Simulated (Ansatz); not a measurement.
What x(Sr) = 0.375, 8 atoms, Pm does to Be

The parent structure is Be in the hcp (Mg type) structure (space group P6_3/mmc, No. 194; a = 2.264 Å, c = 3.564 Å).

The other end (x = 1) is Sr in the hcp (Mg type) structure (space group P6_3/mmc, No. 194; a model cell): 57.11 Å³/atom, gap zero; this end may not be an ambient phase.

Modification: Sr replaces 37.5 % of the Be, ordered in a cell of 8 atoms (starting symmetry Pm) and fully relaxed.

Calculations: r2SCAN (Ansatz, a program for electronic structure, PAW, no spin-orbit coupling). Settings: 8×12×6 k-points, 0.05 eV Fermi–Dirac smearing, for the changed cell.

| quantity | base | changed | shift |
|---|---|---|---|
| volume per atom | 7.91 Å³ | 23.54 Å³ | +15.636 Å³ |
| density | 1.89 g/cm³ | 2.71 g/cm³ | +0.82 g/cm³ |
| space group | P6_3/mmc (No. 194) | P2/m (No. 10) | – |
| shortest interatomic distance | 2.210 Å | 2.093 Å | -0.117 Å |
| band gap | zero | zero | – |
| mixing energy (to 0.01 eV only: unlike meshes or grids) | – | +0.27 eV/atom | – |
| deviation of the volume from the linear (Vegard-type) interpolation | – | -10.7 % | – |

These are small ordered cells, not random alloys; other orderings at the same x differ. Stability against distortions was not tested. Under x(Sr) = 0.375, 8 atoms, Pm the cell changed shape so far that it is another structure. This is not the structure that Sr has at room temperature and ambient pressure.
